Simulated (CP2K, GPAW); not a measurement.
A CP2K input for a self-consistent single point of YAu (Cmcm, 4 atoms in the cell) (DFT LDA (Pade form), GPW, DZVP-MOLOPT-SR-GTH basis, GTH-PADE potentials (GTH_POTENTIALS)):

```
&GLOBAL
  PROJECT run
  RUN_TYPE ENERGY_FORCE
  PRINT_LEVEL MEDIUM
&END GLOBAL
&FORCE_EVAL
  METHOD Quickstep
  STRESS_TENSOR ANALYTICAL
  &DFT
    BASIS_SET_FILE_NAME BASIS_MOLOPT
    POTENTIAL_FILE_NAME GTH_POTENTIALS
    &QS
      METHOD GPW
      EPS_DEFAULT 1E-10
    &END QS
    &MGRID
      CUTOFF 500
      REL_CUTOFF 40
      NGRIDS 5
    &END MGRID
    &SCF
      SCF_GUESS ATOMIC
      EPS_SCF 1E-7
      MAX_SCF 100
      ADDED_MOS 8
      &DIAGONALIZATION
        ALGORITHM STANDARD
      &END DIAGONALIZATION
      &MIXING
        METHOD BROYDEN_MIXING
        ALPHA 0.2
        NBUFFER 10
      &END MIXING
      &SMEAR ON
        METHOD FERMI_DIRAC
        ELECTRONIC_TEMPERATURE [K] 1160.45
      &END SMEAR
    &END SCF
    &KPOINTS
      SCHEME MONKHORST-PACK 6 6 5
      GAMMA_CENTERED T
    &END KPOINTS
    &XC
      &XC_FUNCTIONAL PADE
      &END XC_FUNCTIONAL
    &END XC
    &PRINT
      &MO
        EIGENVALUES T
        OCCUPATION_NUMBERS T
        NDIGITS 8
        FILENAME mo
        &EACH
          QS_SCF 0
        &END EACH
        ADD_LAST NUMERIC
      &END MO
      &MULLIKEN ON
      &END MULLIKEN
    &END PRINT
  &END DFT
  &SUBSYS
    &CELL
      A 5.78369200 0.00000000 0.00000000
      B -4.57059400 3.54411600 0.00000000
      C 0.00000000 0.00000000 4.64123000
      PERIODIC XYZ
    &END CELL
    &COORD
      Y        4.35014110     0.49068286     3.48092250
      Y       -3.13704310     3.05343314     1.16030750
      Au       1.50861440     1.46329461     3.48092250
      Au      -0.29551640     2.08082139     1.16030750
    &END COORD
    &KIND Y
      BASIS_SET DZVP-MOLOPT-SR-GTH-q11
      POTENTIAL GTH-PADE-q11
    &END KIND
    &KIND Au
      BASIS_SET DZVP-MOLOPT-SR-GTH-q11
      POTENTIAL GTH-PADE-q11
    &END KIND
  &END SUBSYS
  &PRINT
    &FORCES ON
    &END FORCES
    &STRESS_TENSOR ON
    &END STRESS_TENSOR
  &END PRINT
&END FORCE_EVAL
```

### Question
Give the GPAW input for the same structure, mesh, smearing and functional.

### Answer
This is the input that was run; spellings and numerical settings could be chosen otherwise.

```python
from ase import Atoms
from ase.units import GPa
from gpaw import GPAW

atoms = Atoms(['Y', 'Y', 'Au', 'Au'],
              cell=[[1.872990, -5.472020, 0.000000],
                    [1.872990, 5.472020, 0.000000],
                    [0.000000, 0.000000, 4.641230]],
              scaled_positions=[[0.861550, 0.138450, 0.750000],
                                [0.138450, 0.861550, 0.250000],
                                [0.587120, 0.412880, 0.750000],
                                [0.412880, 0.587120, 0.250000]],
              pbc=True)

calc = GPAW(mode={'name': 'pw', 'ecut': 600},
            xc='LDA',
            kpts={'size': (6, 6, 5), 'gamma': True},
            occupations={'name': 'fermi-dirac', 'width': 0.1},
            nbands=-12,
            symmetry={'symmorphic': False, 'tolerance': 0.0005},
            maxiter=150)

atoms.calc = calc

energy = atoms.get_potential_energy()
print('Energy (eV):', round(energy, 6))
forces = atoms.get_forces()
print('Forces (eV/Ang):')
print(forces.round(5))
stress = atoms.get_stress()
print('Stress (GPa, Voigt):', (stress / GPa).round(4))
```

Basis settings and potentials, where a program has them, do not carry over. This input uses DFT LDA (Perdew-Wang 92), plane waves, GPAW PAW datasets LDA (gpaw-data 1.0.1). LDA parametrisations can differ slightly between programs.

The starting cell comes from a database of computed structures (which also holds hypothetical and non-ambient phases and stackings), without a prior relaxation at this level.
